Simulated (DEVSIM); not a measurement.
System: illuminated Si p-on-n cell, one wavelength, at 350 K.

```tsv
layer (left to right)	material	thickness (μm)	Nd (cm⁻³)	Na (cm⁻³)	τn (s)	τp (s)	absorption coefficient (cm⁻¹)
1	Si	0.0750	-	3.5e18	5.3e-8	6.9e-8	19000
2	Si	27.0	1.1e15	-	5.3e-7	5.3e-7	19000
```

Left contact: ohmic, minority electron recombination velocity 3e5 cm/s. Right contact: ohmic, minority hole recombination velocity 10 cm/s. Voltage is applied to the left contact. Recombination: SRH at mid-gap, radiative, Auger. Gap narrowing is on: ΔEg = 6.92 meV × (l + √(l² + 0.5)), l = ln(N/1.3e17 cm⁻³), shared equally by both band edges. Light enters at the left, 2.8e16 photons cm⁻² s⁻¹, one pass, no reflection. Mobility is constant in doping.

Constants are typed, rounded textbook-type inputs, not results; the design itself was drawn at random and stands for no fabricated device. Values at 300 K; Nc and Nv go as T^1.5, mobilities as T to minus their exponent, the gap by Varshni's rule with the affinity fixed.

| parameter | Si |
|---|---|
| gap (eV) | 1.124 |
| affinity (eV) | 4.05 |
| permittivity | 11.7 |
| Nc (cm⁻³) | 2.86e19 |
| Nv (cm⁻³) | 3.1e19 |
| μn (cm²/Vs) | 1417 |
| μp (cm²/Vs) | 470 |
| T exponent of μn | 2.3 |
| T exponent of μp | 2.2 |
| B (cm³/s) | 4.7e-15 |
| Cn (cm⁶/s) | 2.8e-31 |
| Cp (cm⁶/s) | 9.9e-32 |
| Varshni α (eV/K) | 0.000473 |
| Varshni β (K) | 636 |

DEVSIM, 1D drift-diffusion, Boltzmann statistics, complete ionisation; no tunnelling, impact ionisation, image-force lowering or self-heating.

The thickness of layer 1 was swept, all else fixed.

```json
[
 {"thickness of layer 1 (μm)": "0.015", "share of generated pairs collected at short circuit": "0.995", "short-circuit current (mA/cm²)": "4.46", "largest power (mW/cm²)": "1.02"},
 {"thickness of layer 1 (μm)": "0.026", "share of generated pairs collected at short circuit": "0.994", "short-circuit current (mA/cm²)": "4.46", "largest power (mW/cm²)": "1.02"},
 {"thickness of layer 1 (μm)": "0.045", "share of generated pairs collected at short circuit": "0.993", "short-circuit current (mA/cm²)": "4.46", "largest power (mW/cm²)": "1.02"},
 {"thickness of layer 1 (μm)": "0.075", "share of generated pairs collected at short circuit": "0.990", "short-circuit current (mA/cm²)": "4.44", "largest power (mW/cm²)": "1.01"},
 {"thickness of layer 1 (μm)": "0.13", "share of generated pairs collected at short circuit": "0.982", "short-circuit current (mA/cm²)": "4.41", "largest power (mW/cm²)": "1.00"},
 {"thickness of layer 1 (μm)": "0.22", "share of generated pairs collected at short circuit": "0.962", "short-circuit current (mA/cm²)": "4.32", "largest power (mW/cm²)": "0.983"},
 {"thickness of layer 1 (μm)": "0.38", "share of generated pairs collected at short circuit": "0.916", "short-circuit current (mA/cm²)": "4.11", "largest power (mW/cm²)": "0.932"}
]
```

From the first row to the last the share of generated pairs collected at short circuit goes from 0.995 to 0.916. From the first row to the last the short-circuit current goes from 4.46 to 4.11.
